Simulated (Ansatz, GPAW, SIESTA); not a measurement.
**One structure in several programs: MgGeAs2 (I-42d, 8 atoms in the cell)**

Self-consistent single point.

```yaml
crystal:
  lattice:
    - [-2.97950, 2.97950, 5.55323]
    - [2.97950, -2.97950, 5.55323]
    - [2.97950, 2.97950, -5.55323]
  atoms:
    - { symbol: Mg, position: [0.75000, 0.25000, 0.50000] }
    - { symbol: Mg, position: [0.00000, 0.00000, 0.00000] }
    - { symbol: Ge, position: [0.50000, 0.50000, 0.00000] }
    - { symbol: Ge, position: [0.25000, 0.75000, 0.50000] }
    - { symbol: As, position: [0.87500, 0.39990, 0.02490] }
    - { symbol: As, position: [0.60010, 0.62500, 0.47510] }
    - { symbol: As, position: [0.37500, 0.85010, 0.97510] }
    - { symbol: As, position: [0.14990, 0.12500, 0.52490] }
```

Shared settings, as Ansatz (an electronic-structure program) writes them: kpoints.mp_grid.grid = 4 4 4; scf.occupations.method = fermi_dirac; scf.occupations.width = 0.05 eV. Potentials and cutoffs stand in the table.

```tsv
code	model	pressure (GPa)	largest force (eV/Å)	gap on the mesh (eV)	cutoff
Ansatz	LDA (PW92), default PAW files made with PBE	-1.78	0.019	0.568	420 eV
SIESTA	LDA PW92, numerical atomic orbitals DZP, PseudoDojo LDA standard norm-conserving potentials (rewritten from UPF to PSML)	0.12	0.334	0.447	grid 300 Ry
GPAW	LDA (Perdew-Wang 92), GPAW PAW datasets LDA (gpaw-data 1.0.1)	-1.58	0.011	0.587	800 eV
```

Gaps are read on the mesh.

The spread over the programs that give each value: pressure within 1.90 GPa; largest force within 0.323 eV/Å; gap on the mesh within 0.140 eV.

SIESTA uses small atom-centred bases, whose incompleteness enters pressures, forces and empty levels differently from a plane-wave cutoff. Ansatz's pressure is given at a fixed set of plane waves, as the other plane-wave codes print theirs. In the pressure, SIESTA (by 1.80) lies more than 1 GPa from the median of the plane-wave programs. In the gap, SIESTA (by 0.130) lies more than 0.12 eV from the median of the plane-wave programs. In the force vectors, SIESTA (by 0.338) lies more than 0.08 eV/Å from the median of the plane-wave programs.

On the base mesh (3 3 3) the same programs gave: Ansatz pressure -1.82 GPa, gap on the mesh 0.565 eV; GPAW pressure -1.63 GPa, gap on the mesh 0.584 eV; SIESTA pressure 0.08 GPa, gap on the mesh 0.443 eV.

The starting cell comes from a database of computed structures (which also holds hypothetical and non-ambient phases and stackings), without a prior relaxation at this level.

Left out of this page: CP2K (on another mesh).

Keys are those of Ansatz 0.2.
